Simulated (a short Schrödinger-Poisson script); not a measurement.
System: symmetric double-gate stack, SiO2 on p-type InP, at 300 K.

| layer | material | thickness (nm) | Na (cm⁻³) |
|---|---|---|---|
| 1 | SiO2 | 2.6 | - |
| 2 | InP | 8 | 3e15 |
| 3 | SiO2 | 2.6 | - |

The device is made up for the run: typed textbook-type constants, with dimensions and the other settings drawn at random. SiO2: permittivity 3.9, conduction-band edge (eV) 3.48, gap (eV) 9, electron mass (mₑ) 0.5. InP: permittivity 12.5, conduction-band edge (eV) 0, gap (eV) 1.344, Nv at 300 K (cm⁻³) 1.1e19.

Channel valleys (confinement mass, in-plane density-of-states mass, number): Γ 0.08, 0.08, 1. At the gates, both at one voltage, the conduction-band edge of layer 1 lies 4.1 eV − eVg above the Fermi level of the channel. Gaps are held at their typed values at every temperature. Mesh 0.03 nm at interfaces.

From a short Schrödinger-Poisson script (our own, NumPy): 1D Poisson equation in equilibrium, electrons quantum, Hartree (BenDaniel-Duke, 12 states a valley, the channel's in-plane mass for all, wave functions free to enter the dielectric), parabolic valleys, classical holes, full ionisation, no traps, pinning or gate leakage.

The same stack at other levels of the model or other numerical settings:

| run | sheet density of all electrons at Vg = 2.1 V (cm⁻²) | sheet density of all electrons at Vg = 0.9 V (cm⁻²) | capacitance of both gates at Vg = 2.1 V (μF/cm²) | rough cost against the base |
|---|---|---|---|---|
| base | 1.59e13 | 2.24e12 | 1.92 | about 1 |
| electrons treated as classical, Boltzmann | 2.18e13 | 3.38e12 | 2.55 | 0.06 |
| electrons treated as classical, Fermi-Dirac | 1.65e13 | 2.66e12 | 1.95 | 0.2 |
| electrons treated as quantum, Hartree plus LDA exchange-correlation | 1.63e13 | 2.42e12 | 1.94 | 2 |
| mesh six times as coarse | 1.58e13 | 2.21e12 | 1.91 | 0.3 |
| one subband a valley | 1.39e13 | 2.23e12 | 1.58 | 0.4 |

The classical rows ignore confinement, and Boltzmann statistics overrate the density once the band edge passes the Fermi level.

Above a few 1e12 electrons/cm² a light Γ valley is non-parabolic and upper valleys begin to fill, which the model leaves out.
